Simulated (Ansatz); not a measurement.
Consider a periodic stack without vacuum, bcc W (1 1 1) on zinc-blende GaSb (1 1 1) (film strained to the substrate, started from cuts of the bulks and a machine-learned relaxation; slabs Ga4Sb4 and W10, which can lie off the formulas): substrate slab Ga4Sb4, film W10, surface cells [[0, -1], [1, -1]] and [[1, -1], [1, 0]], film strained by -2.4 and -2.4 %, outermost planes Ga/Sb and W/W as cut, which need not be the usual terminations and can put a slab off its formula. Its start:

```xyz
18
Lattice="4.3930 0.0000 -0.1543 2.1965 3.8044 -0.0011 0.9001 2.4234 23.5848" Properties=species:S:1:pos:R:3 pbc="T T T"
Ga     2.5801     1.1306    -0.0736
Ga     1.0122     1.8137     4.4178
Ga     3.4676     2.9611     7.9950
Ga     5.1849     5.1545    11.3550
Sb     1.1014     2.7037     1.7860
Sb     3.2562     3.0603     5.3273
Sb     5.6805     4.2193     8.8917
Sb     0.9397     2.4705    13.1098
W      3.2139     3.6980    15.1153
W      5.3797     4.9826    14.1790
W      5.4745     4.9275    16.9262
W      5.4437     2.4093    15.9147
W      5.5324     2.3548    18.7845
W      3.3076     3.6420    17.9486
W      3.3945     3.5874    20.7941
W      5.5629     4.8698    19.7943
W      5.6396     4.8223    22.5386
W      5.6168     2.3047    21.6740
```

The start was prepared with a machine-learned potential, and the result is one local minimum, with the in-plane cell held and forces under 0.04 eV/Å; the film can end far from its bulk form.

These are PBE (plane waves to 420 eV, PAW; Ansatz, an electronic-structure program) values and carry that method's errors. No spin–orbit coupling; the runs are not spin-polarised. Its k-point mesh 8×8×1, Fermi–Dirac width 0.05 eV.

Question: Predict the relaxed interface.

Answer: 
```
Quantity                                                                                   Value
-------------------------------------------------------------------------------  ---------------
interface area                                                                           16.7 Å²
period                                                                                   22.81 Å
heights between the nearest atoms of the two slabs at the two interfaces         1.25 and 0.93 Å
Ga–W contacts across the interfaces within 1.22 times the sum of covalent radii   8, mean 2.85 Å
Sb–W contacts across the interfaces within 1.22 times the sum of covalent radii   8, mean 3.02 Å
```
